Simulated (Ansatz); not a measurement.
BP under load (space group F-43m), r2SCAN with spin-orbit coupling, rigid bands in Ansatz (a first-principles code). Condition of this run: hydrostatic pressure 10 GPa (the target of the relaxation). Band gap 1.32 eV, N_c = 4.34e19 cm⁻³ and N_v = 2.40e19 cm⁻³ at 300 K, conductivity masses of 0.327 mₑ (electrons) and 0.403 mₑ (holes). Take k_BT = 0.02585 eV.

### Question
Find the intrinsic carrier density and the intrinsic Fermi level.

### Answer
n_i = √(N_c N_v) exp(−E_g/2k_BT) = 3.23e19 × exp(−25.53) = 2.6e8 cm⁻³. The level lies (k_BT/2) ln(N_v/N_c) = -8 meV from mid-gap (positive towards the conduction band). Each 0.1 eV added to the gap lowers n_i by a factor of 6.9.

### Question
A film of it is 3 nm thick. Estimate the confinement energies in an infinite well.

### Answer
ħ²π²/(2m t²) = 0.376 eV·nm²/(m/mₑ × t²) gives 128 meV for electrons and 104 meV for holes, so the gap would widen to about 1.55 eV. Finite barriers and nonparabolic bands lower this, and with several valleys or bands the heaviest mass along the normal sets the lowest level, not this average.

### Question
What built-in voltage has an abrupt junction with N_A = 1e17 and N_D = 1e17 cm⁻³, all dopants ionised?

### Answer
V_bi = E_g/e − (k_BT/e) ln(N_c N_v/(N_A N_D)) = 1.32 − 0.02585 × 11.55 = 1.02 V, for the computed gap.

Rigid bands with the computed gap; masses take one relaxation time for all states.
